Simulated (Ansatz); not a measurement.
The reference is Ti3Al (space group P6_3/mmc, No. 194; a = 5.747 Å, c = 4.632 Å). Axes: x lies along a and z along c of the hexagonal cell.

Calculations: plane-wave PAW DFT at the r2SCAN level (Ansatz, a quantum-chemistry and plane-wave program, 500 eV), no spin-orbit coupling, earlier PAW set.

For the base:

- Pressure: 0.0 GPa
- Shortest interatomic distance: 2.813 Å

One thing is altered: the symmetric strain tensor [0.0003 -0.0057 -0.0057; -0.0057 0.0055 -0.0090; -0.0057 -0.0090 -0.0098], atoms relaxed at fixed cell.

Estimate the effect on the largest internal atomic displacement.

The largest internal atomic displacement is 0.024 Å.

How does this affect the energy relative to the base?

The energy rises by 3.1 meV/atom.

Predict the new pressure.

The pressure (mean of the normal stresses, compression positive) goes from zero to 0.6 GPa.

Predict the new shortest interatomic distance.

The shortest interatomic distance drops by 0.012 Å to 2.801 Å.

No phonon test of stability was made. All final runs are without spin polarisation.
